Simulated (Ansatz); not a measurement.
## ZrCu5: pressure series

The parent structure is ZrCu$_{5}$ (space group F-43m, No. 216; a = 6.789 Å).

Cell and atoms are relaxed at each pressure.

The values are results of PBEsol in Ansatz (plane waves to 420 eV, PAW, no spin-orbit coupling), not measurements.

```csv
P (GPa),V (Å³/atom)
0.30,13.011
0.70,12.979
1.50,12.916
3.01,12.802
5.01,12.659
7.52,12.492
10.01,12.336
```

### Question
Fit a third-order Birch–Murnaghan equation of state.

### Answer
Least squares on P(V) = (3B₀/2)[(V₀/V)^(7/3) − (V₀/V)^(5/3)]·[1 + (3/4)(B₀′ − 4)((V₀/V)^(2/3) − 1)] gives V₀ = 13.04 Å³/atom, B₀ = 159 GPa and B₀′ = 4.7.

Load acts through the strain it causes; cell and atoms are relaxed under it. Whether these cells are dynamically stable was not tested. No other phases were tried under pressure. All final runs are without spin polarisation.

Ansatz is a quantum-chemistry and plane-wave program.
